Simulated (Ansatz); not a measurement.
## BN, carrier doping

Start from BN in the zinc blende structure (space group F-43m, No. 216).

```
CELL_PARAMETERS angstrom
      0.00000     1.81234     1.81234
      1.81234     0.00000     1.81234
      1.81234     1.81234     0.00000
ATOMIC_POSITIONS crystal
  N  0.75000 0.75000 0.75000
  B  0.00000 0.00000 0.00000
```

Carriers are added at fixed cell with a uniform background; the Fermi–Dirac width is that of 300 K.

The values are results of PBE/PAW in Ansatz (a quantum-chemistry and plane-wave program), no spin-orbit coupling, not measurements.

Notes on the quantities. Fermi level from band edge: Fermi level relative to the doped band's edge (positive inside the band; to 0.05 eV).

| hole density (10^21 cm⁻³) | Fermi level from band edge (eV) |
|---|---|
| 0.7 | 0.10 |
| 1.5 | ? |
| 5 | 0.45 |
| 10 | 0.70 |

**Question.** Fit E_F = C n^s, fitted as a line in log–log form (a parabolic band gives s = 2/3) to the rows shown and predict the withheld row.

**Answer.** Least squares on the printed values gives C = 0.13 eV, s = 0.74 (largest residual 0.02 eV); this predicts 0.18 eV, and the run gives 0.20 eV, in agreement.

Charged cell with a jellium background: band edges are those of the host's band count, energies are not comparable with the neutral cell, and many-body gap narrowing is missing. No phonon test of stability was made.
